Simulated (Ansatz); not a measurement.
BaTe (Pm-3m, No. 221, 2 atoms in the cell; start mp-2600; a measured phase of this formula has another space group), treated with HSE06 (plane waves, PAW; Ansatz, a program for electronic structure).

Numerical settings: plane-wave cutoff 520 eV, 6×6×6 k mesh, finite displacements, scalar-relativistic PAW data made under PBE.

Cell (relaxed at this level):

```xyz
2
Lattice="4.2263 0.0000 0.0000 0.0000 4.2263 0.0000 0.0000 0.0000 4.2263" Properties=species:S:1:pos:R:3 pbc="T T T"
Ba     0.0000     0.0000     0.0000
Te     2.1131     2.1131     2.1131
```

Task: Give the computed zone-centre TO phonon frequency.

Result: 
- zone-centre TO phonon frequency: 68 cm⁻¹

Note: the relaxation could not lower the start's symmetry, so the cell can be a saddle point above a distorted one.

Spin–orbit coupling is not included.

It cost roughly 40 core-minutes of CPU time.

A start named mp-… is a Materials Project structure, which need not be a measured phase.
